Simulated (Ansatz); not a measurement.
A self-consistent single point of NaMoO₂ (R3m, 4 atoms in the cell) with Ansatz (a program for electronic structure).

Method: LDA (PW92), default PAW files made with PBE (plane waves; Ansatz).

```yaml
crystal:
  lattice:
    - [1.60869, 0.92878, 5.19322]
    - [-1.60869, 0.92878, 5.19322]
    - [0.00000, -1.85756, 5.19322]
  atoms:
    - { symbol: Na, position: [0.50321, 0.50321, 0.50321] }
    - { symbol: Mo, position: [0.00000, 0.00000, 0.00000], spin: 2.0 }
    - { symbol: O, position: [0.26510, 0.26510, 0.26510] }
    - { symbol: O, position: [0.73490, 0.73490, 0.73490] }
```
(The spins are starting values, not results.)

Reference input (self-consistent single point, DFT, LDA (PW92), plane waves, default PAW files made with PBE): basis.ecutwfc = 420 eV; kpoints.mp_grid.grid = 9 9 9; hamiltonian.xc = lda; hamiltonian.pseudopotentials = {kind: paw} (the program's default PAW files); magnetization.spin_polarized = true; scf.occupations.method = fermi_dirac; scf.occupations.width = 0.05 eV. This run's input differs from it in these lines:

```diff
@@ -24,3 +24,3 @@
     method: fermi_dirac
-    width: 0.05
+    width: 0.02
 output:
```

Output (repeated stretches shortened):

```
SCF iter   1: F=—  HF=-7423.296672 eV  |F-HF|=—  |Δ(HF+E_count)|=         —  Δρ=7.72e-2 (↑7.72e-2 ↓4.20e-2)  dr2=8.57e0  dr2_m=5.72e-1  M=0.370 μB ∫|m|=0.379 μB  β_m=0.30  ethr=3.10e-3  ⟨swp⟩=5.4  Hψ=15302  notcnv=0
Mixer restart at iter 1: flushing history
all-band conjugate gradients solve this SCF's bands
preconditioner: auto → Kerker (q_TF=auto, 2.602 Å⁻¹)
spin=Collinear: Kerker preconditioning applied to the charge; magnetization (m = ρ↑ − ρ↓) channel mixes plain (no charge-response kernel on spin).
   [... lines left out ...]
SCF iter  12: F=—  HF=-7420.847816 eV  |F-HF|=—  |Δ(HF+E_count)|=   3.00e-8  Δρ=1.74e-6 (↑1.74e-6 ↓1.47e-6)  dr2=4.84e-9  dr2_m=2.53e-10  M=0.000 μB ∫|m|=0.000 μB  β_m=0.95  ethr=3.53e-10  ⟨swp⟩=2.1  Hψ=6540  notcnv=0
SCF iter  13: F=-7420.847816 eV  HF=-7420.847816 eV  |F-HF|=6.34e-10  |Δ(HF+E_count)|=  1.92e-10  Δρ=6.92e-7 (↑5.83e-7 ↓6.92e-7)  dr2=9.01e-10  dr2_m=1.75e-11  M=0.000 μB ∫|m|=0.000 μB  ethr=1.38e-11  ⟨swp⟩=1.1  Hψ=9957  notcnv=0
SCF 1 converged in 13 iterations: F = -7420.847816 eV  dr2 = 9.01e-10
WARN: the starting moments were not kept: the SCF closed with an absolute magnetisation of 2.2e-5 μB, where they sum to 2 μB in size (1 site) …
Magnetization: 0.0000 μB (17.5000 up, 17.5000 down)
   [... lines left out ...]
Absolute magnetization: 0.0000 μB (∫|ρ↑−ρ↓|, with the PAW one-centre terms)
Free energy (F): -7420.847816 eV
Fermi energy:    12.235761 eV
   [... lines left out ...]
  atom   4  O      0.00000000    -0.00000002     0.48784921
--- Stress (GPa, compression-positive) ---
      -23.649715       0.000000      -0.000000
        0.000000     -23.649715      -0.000001
       -0.000000      -0.000001       0.890268
  P = ⅓ Tr σ = -15.4697 GPa (-154.697 kbar)
  The stress holds the Pulay correction. Without it, at fixed plane waves, as pw.x and ABINIT print it: P = -16.1787 GPa
```

The run converged in 13 iterations. Against the reference run the free energy rises by 1.9 meV/atom, the pressure moves little (-15.42 to -15.47 GPa) and the largest force goes from 0.474 to 0.488 eV/Å.

The starting cell comes from a database of computed structures (which also holds hypothetical and non-ambient phases and stackings), without a prior relaxation at this level. Its lattice was rescaled by up to half a per cent. One atom was moved a little off its site on purpose. The starting moments vanished: the run ended non-magnetic. The program warned that a starting moment was not kept. With a pressure of about -15 GPa the cell is away from its equilibrium volume at this level. Ansatz's pressure includes its estimate of the finite-basis (Pulay) stress. Without the estimate this run gives -16.18 GPa.

Keys are those of Ansatz 0.2.
